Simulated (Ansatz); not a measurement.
The reference is Ca in the fcc (Cu type) structure (space group Fm-3m, No. 225; a = 5.456 Å; relaxed with 0.1 eV smearing).

Level of theory: PBEsol (Ansatz, a first-principles code; PAW; 420 eV plane waves; without spin-orbit coupling).

Strains are applied to the cell and any free atomic positions relax.

One change was made to it. Results:

The energy goes up by 17 meV/atom; the pressure goes from zero to -1.4 GPa.

### Question
What was done to the base?
(A) isotropic strain −1.00 %
(B) isotropic strain −3.00 %
(C) isotropic strain +3.00 %
(D) isotropic strain +1.00 %

### Answer
C, isotropic strain +3.00 %. For comparison, the energy relative to the base in the other runs: isotropic strain −1.00 % gives +2.2 meV/atom; isotropic strain −3.00 % gives +20 meV/atom; isotropic strain +1.00 % gives +2.0 meV/atom.

Stability against distortions was not tested.
